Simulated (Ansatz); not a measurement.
Data:

```
SiO2
1.0
    4.69465     0.00000     0.00000
   -2.34732     4.06568     0.00000
    0.00000     0.00000     5.27685
Si O
3 6
Direct
  0.45028   0.45028   0.00000
  0.54972   0.00000   0.66667
  0.00000   0.54972   0.33333
  0.39874   0.10061   0.90460
  0.89939   0.29812   0.57127
  0.10061   0.39874   0.09540
  0.60126   0.70188   0.76206
  0.29812   0.89939   0.42873
  0.70188   0.60126   0.23794
```

No spin polarisation.

Method: PBE in Ansatz (plane waves to 420 eV, PAW, without spin-orbit coupling). Γ-centred 8×8×6 mesh, Fermi–Dirac width 0.05 eV.

Predict the gap character.

Indirect, K → Γ.

Predict the smallest direct gap.

6.36 eV.

Predict the band gap.

6.21 eV.

Load acts through the strain it causes; cell and atoms are relaxed under it. Whether these cells are dynamically stable was not tested. No other phases were tried under pressure. The cell was made from SiO2 (space group P3_221, No. 154) by this change: pressure 9 GPa.

Ansatz is a program for electronic structure.
